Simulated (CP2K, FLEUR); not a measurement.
A CP2K input for a self-consistent single point of YAl3Ag (Imm2, 5 atoms in the cell) (DFT LDA (Pade form), GPW, DZVP-MOLOPT-SR-GTH basis, GTH-PADE potentials (GTH_POTENTIALS)):

```
&GLOBAL
  PROJECT bulk
  RUN_TYPE ENERGY_FORCE
  PRINT_LEVEL MEDIUM
&END GLOBAL
&FORCE_EVAL
  METHOD Quickstep
  STRESS_TENSOR ANALYTICAL
  &DFT
    BASIS_SET_FILE_NAME BASIS_MOLOPT
    POTENTIAL_FILE_NAME GTH_POTENTIALS
    &QS
      METHOD GPW
      EPS_DEFAULT 1E-10
    &END QS
    &MGRID
      CUTOFF 500
      REL_CUTOFF 50
      NGRIDS 5
    &END MGRID
    &SCF
      SCF_GUESS ATOMIC
      EPS_SCF 1E-6
      MAX_SCF 100
      ADDED_MOS 6
      &DIAGONALIZATION
        ALGORITHM STANDARD
      &END DIAGONALIZATION
      &MIXING
        METHOD BROYDEN_MIXING
        ALPHA 0.3
        NBUFFER 8
        BETA 1
      &END MIXING
      &SMEAR ON
        METHOD FERMI_DIRAC
        ELECTRONIC_TEMPERATURE [K] 580.23
      &END SMEAR
    &END SCF
    &KPOINTS
      SCHEME MONKHORST-PACK 7 7 7
    &END KPOINTS
    &XC
      &XC_FUNCTIONAL PADE
      &END XC_FUNCTIONAL
    &END XC
    &PRINT
      &MO
        EIGENVALUES T
        OCCUPATION_NUMBERS T
        NDIGITS 8
        FILENAME mo
        &EACH
          QS_SCF 0
        &END EACH
        ADD_LAST NUMERIC
      &END MO
      &MULLIKEN ON
      &END MULLIKEN
    &END PRINT
  &END DFT
  &SUBSYS
    &CELL
      ABC 6.44420100 6.44420207 6.44420082
      ALPHA_BETA_GAMMA 141.77666517 141.60740064 55.29309230
      PERIODIC XYZ
    &END CELL
    &COORD
      Y        0.00141587     0.00074167     0.00000000
      Al       1.83602899     2.64238336     1.49509200
      Al       6.16573057     3.22974701     0.00000000
      Al       3.94563875     2.06681347     0.00000000
      Ag       3.22707368    -0.00457248     1.49509200
    &END COORD
    &KIND Y
      BASIS_SET DZVP-MOLOPT-SR-GTH-q11
      POTENTIAL GTH-PADE-q11
    &END KIND
    &KIND Al
      BASIS_SET DZVP-MOLOPT-SR-GTH-q3
      POTENTIAL GTH-PADE-q3
    &END KIND
    &KIND Ag
      BASIS_SET DZVP-MOLOPT-SR-GTH-q11
      POTENTIAL GTH-PADE-q11
    &END KIND
  &END SUBSYS
  &PRINT
    &FORCES ON
    &END FORCES
    &STRESS_TENSOR ON
    &END STRESS_TENSOR
  &END PRINT
&END FORCE_EVAL
```

Question: Give the FLEUR input for the same structure, mesh, smearing and functional.

Answer: One input that does it (others would too):

Input of the input generator:

```
YAl3Ag crystal
&input film=f /
-0.3274103139 0.3288056769 0.8858269093
0.3274103139 -0.3288056769 0.8858269093
0.3274103139 0.3288056769 -0.8858269093
12.1777757189
1.0 1.0 1.0

5
39 0.0001400000 0.0001400000 0.0000000000
13 0.2498500000 0.7498500000 0.5000000000
13 0.6096600000 0.6096600000 0.0000000000
13 0.3901400000 0.3901400000 0.0000000000
47 0.7502000000 0.2502000000 0.5000000000

&comp jspins=1 /
&exco xctyp='vwn' /
&kpt div1=7 div2=7 div3=7 /
&end /
```

```xml
<?xml version="1.0" encoding="UTF-8" standalone="no"?>
<fleurInput fleurInputVersion="0.39">
   <comment>
      YAl3Ag crystal                                                                                      
   </comment>
   <calculationSetup>
      <cutoffs Kmax="4.1" Gmax="16.4" GmaxXC="16.4" numbands="0"/>
      <scfLoop itmax="80" minDistance="0.00001" maxIterBroyd="15" imix="Anderson" alpha="0.05" precondParam="0.0" spinf="2.0"/>
      <coreElectrons ctail="T" frcor="F" kcrel="0" coretail_lmax="0"/>
      <xcFunctional name="vwn" relativisticCorrections="F"/>
      <magnetism jspins="1"/>
      <soc l_soc="F" theta="0.0" phi="0.0" spav="F"/>
      <expertModes spex="0" secvar="F"/>
      <geometryOptimization l_f="T" forcealpha="1.0" forcemix="BFGS" epsdisp="0.00001" epsforce="0.00001"/>
      <ldaU l_linMix="F" mixParam="0.05" spinf="1.0"/>
   </calculationSetup>
   <cell>
      <bzIntegration valenceElectrons="37.0" mode="hist" fermiSmearingEnergy="0.00183747">
         <kPointListSelection listName="default-1"/>
         <!-- k-points included here -->
         <xi:include xmlns:xi="http://www.w3.org/2001/XInclude" href="kpts.xml"> </xi:include>
      </bzIntegration>
      <!-- symmetry operations included here -->
      <xi:include xmlns:xi="http://www.w3.org/2001/XInclude" href="sym.xml"> </xi:include>
      <bulkLattice scale="1.0">
         <bravaisMatrix>
            <row-1>   -3.9871293707288475     4.0041217883892983    10.7874014272217718</row-1>
            <row-2>    3.9871293707288475    -4.0041217883892983    10.7874014272217718</row-2>
            <row-3>    3.9871293707288475     4.0041217883892983   -10.7874014272217718</row-3>
         </bravaisMatrix>
      </bulkLattice>
   </cell>
   <atomSpecies>
      <species name="Yttrium (Y)" element="Y" atomicNumber="39">
         <mtSphere radius="2.68" gridPoints="925" logIncrement="0.014"/>
         <atomicCutoffs lmax="10" lnonsphr="8"/>
         <electronConfig flipSpins="F">
            <coreConfig>(1s1/2) (2s1/2) (2p1/2) (2p3/2) (3s1/2) (3p1/2) (3p3/2) (3d3/2) (3d5/2)</coreConfig>
            <valenceConfig>(4s1/2) (4p1/2) (4p3/2) (5s1/2) (4d3/2) (4d5/2)</valenceConfig>
            <stateOccupation state="(4d3/2)" spinUp="0.2" spinDown="0.2"/>
            <stateOccupation state="(4d5/2)" spinUp="0.3" spinDown="0.3"/>
         </electronConfig>
         <energyParameters s="5" p="5" d="4" f="4"/>
         <lo type="SCLO" l="0" n="4" eDeriv="0"/>
         <lo type="SCLO" l="1" n="4" eDeriv="0"/>
      </species>
      <species name="Aluminum (Al)" element="Al" atomicNumber="13">
         <mtSphere radius="2.21" gridPoints="763" logIncrement="0.015"/>
         <atomicCutoffs lmax="8" lnonsphr="6"/>
         <electronConfig flipSpins="F">
            <coreConfig>(1s1/2) (2s1/2) (2p1/2) (2p3/2)</coreConfig>
            <valenceConfig>(3s1/2) (3p1/2) (3p3/2)</valenceConfig>
            <stateOccupation state="(3p1/2)" spinUp="0.1666666666667" spinDown="0.1666666666667"/>
            <stateOccupation state="(3p3/2)" spinUp="0.3333333333333" spinDown="0.3333333333333"/>
         </electronConfig>
         <energyParameters s="3" p="3" d="3" f="4"/>
      </species>
      <species name="Silver (Ag)" element="Ag" atomicNumber="47">
         <mtSphere radius="2.47" gridPoints="853" logIncrement="0.015"/>
         <atomicCutoffs lmax="10" lnonsphr="8"/>
         <electronConfig flipSpins="F">
            <coreConfig>(1s1/2) (2s1/2) (2p1/2) (2p3/2) (3s1/2) (3p1/2) (3p3/2) (4s1/2) (3d3/2) (3d5/2)</coreConfig>
            <valenceConfig>(4p1/2) (4p3/2) (5s1/2) (4d3/2) (4d5/2)</valenceConfig>
            <stateOccupation state="(5s1/2)" spinUp="0.5" spinDown="0.5"/>
         </electronConfig>
         <energyParameters s="5" p="5" d="4" f="4"/>
         <lo type="SCLO" l="1" n="4" eDeriv="0"/>
      </species>
   </atomSpecies>
   <atomGroups>
      <atomGroup species="Yttrium (Y)">
         <relPos label="                   1">.0001400000 .0001400000 .0000000000</relPos>
         <force calculate="T" relaxXYZ="TTT"/>
      </atomGroup>
      <atomGroup species="Aluminum (Al)">
         <relPos label="                   2">.2498500000 -.2501500000 1.000/2.000</relPos>
         <force calculate="T" relaxXYZ="TTT"/>
      </atomGroup>
      <atomGroup species="Aluminum (Al)">
         <relPos label="                   3">-.3903400000 -.3903400000 .0000000000</relPos>
         <force calculate="T" relaxXYZ="TTT"/>
      </atomGroup>
      <atomGroup species="Aluminum (Al)">
         <relPos label="                   4">.3901400000 .3901400000 .0000000000</relPos>
         <force calculate="T" relaxXYZ="TTT"/>
      </atomGroup>
      <atomGroup species="Silver (Ag)">
         <relPos label="                   5">-.2498000000 .2502000000 1.000/2.000</relPos>
         <force calculate="T" relaxXYZ="TTT"/>
      </atomGroup>
   </atomGroups>
   <output dos="F" band="F" slice="F">
      <checks vchk="F" cdinf="F"/>
      <bandDOS minEnergy="-.5*Htr" maxEnergy="0.5*Htr" sigma="0.015" storeEVData="T"/>
      <vacuumDOS vacdos="F" integ="F" star="F" nstars="0" locx1="0.0" locy1="0.0" locx2="0.0" locy2="0.0" nstm="0" tworkf="0.0"/>
      <unfoldingBand unfoldBand="F" supercellX="1" supercellY="1" supercellZ="1"/>
      <plotting iplot="0" polar="F">
         <plot TwoD="T" vec1="  1.0  0.0  0.0" vec2="  0.0  1.0  0.0" vec3="  0.0  0.0  1.0" zero="  0.0  0.0  0.0" file="plot"/>
      </plotting>
      <chargeDensitySlicing numkpt="0" minEigenval="0.0" maxEigenval="0.0" nnne="0" pallst="F"/>
      <specialOutput eonly="F"/>
      <magneticCircularDichroism mcd="F" energyLo="-10.0" energyUp="0.0"/>
   </output>
  <!-- We include the file relax.xml here to enable relaxations (see documentation) -->
  <xi:include xmlns:xi="http://www.w3.org/2001/XInclude" href="relax.xml"> <xi:fallback/> </xi:include>
</fleurInput>
```

Basis, cutoffs, solver keys and any potentials are the target program's own. This input uses DFT, LDA (Vosko-Wilk-Nusair), all-electron FLAPW (FLEUR), scalar-relativistic valence. LDA parametrisations can differ slightly between programs.

The starting cell comes from a database of computed structures (which also holds hypothetical and non-ambient phases and stackings), without a prior relaxation at this level. Its lattice was rescaled by a random factor within 2.5 % of one.
